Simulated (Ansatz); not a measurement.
Where the default PAW files enter, the runs use the earlier of Ansatz's two default sets.

By PBEsol, the system below comes out a metal.

The ballistic (Sharvin) conductance counts the channels at the Fermi level: G/A = (e²/h) × channels of both spins per area.

Consider the following.

```xyz
1
Lattice="4.6918 0.0000 0.0000 -2.3459 4.0633 0.0000 2.3459 1.3544 0.9577" Properties=species:S:1:pos:R:3 pbc="T T T"
Nb     0.0000     0.0000     0.0000
```

Space group of this cell: Im-3m, bcc (W type). The cell is taken as given; by PBEsol its mean pressure is -7.0 GPa.

The current flows along the normal of the first two printed cell vectors, the (111) plane of the conventional cell. No spin-orbit coupling; the value is a mean over 0.1 eV about the Fermi level.

Question: Give the ballistic conductance per area that PBEsol (Ansatz, a first-principles code) yields.

Answer: 1.9 × 10¹⁵ S/m² for both spins.
